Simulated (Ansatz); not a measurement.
System: CsCl-type TiCo. Method: BLYP in Ansatz (PAW).

Numerical settings: plane-wave cutoff 520 eV, 22×22×22 k mesh, Fermi–Dirac smearing 0.029 eV (set by the program), no spin polarisation, scalar-relativistic PAW data made under PBE.

Computed at the level's own relaxed cell.

Hill averages of the elastic tensor: K = 164.1 GPa, G = 36.0 GPa. Volume 13.554 Å³/atom, mean atomic mass 53.400 u.

**Question.** Work out the density, the sound velocities of a polycrystal and the elastic Debye temperature, and Pugh's ratio at this level.

**Answer.** ρ = 1.66054 × 53.400/13.554 = 6.542 g/cm³. v_l = √[(K + 4G/3)/ρ] = 5.694 km/s and v_t = √(G/ρ) = 2.346 km/s. The mean follows from 3/v_m³ = 1/v_l³ + 2/v_t³: v_m = 2.655 km/s. Θ_D = (ħ/k_B) v_m (6π²/V)^(1/3) = 76.38 K Å s/km × 2.655 × 1.6348 Å⁻¹ = 332 K, counting all atoms of the cell. K/G = 4.56, to be set beside Pugh's rough bound of 1.75 between brittle and ductile metals.

Ansatz is an electronic-structure program.
